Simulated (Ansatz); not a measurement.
The starting structures come from a database of crystals and need not be the phases stable at ambient conditions.

 Where the default PAW files enter, the runs use the earlier of Ansatz's two default sets.

Crystal: LiBH₄ (P6_3mc, not sure to be the ambient phase, 12 atoms a cell, 8.6 Å³ an atom); planes in its conventional cell.

The numbers are results of r2SCAN (plane waves, PAW; Ansatz, a program for electronic structure), not measurements.

The gap is the functional's own. No spin-orbit coupling. Mid-gap values are interpolated on the energy grid.

```csv
plane,area of the cell (Å²),mid-gap κ (1/Å),largest κ in the gap (1/Å)
(001),14.7,0.52,0.52
(100),28.9,___,___
```

The slowest decay depends on the direction. Supply the withheld values.


- (100), mid-gap κ (1/Å): 0.46
- (100), largest κ in the gap (1/Å): 0.47
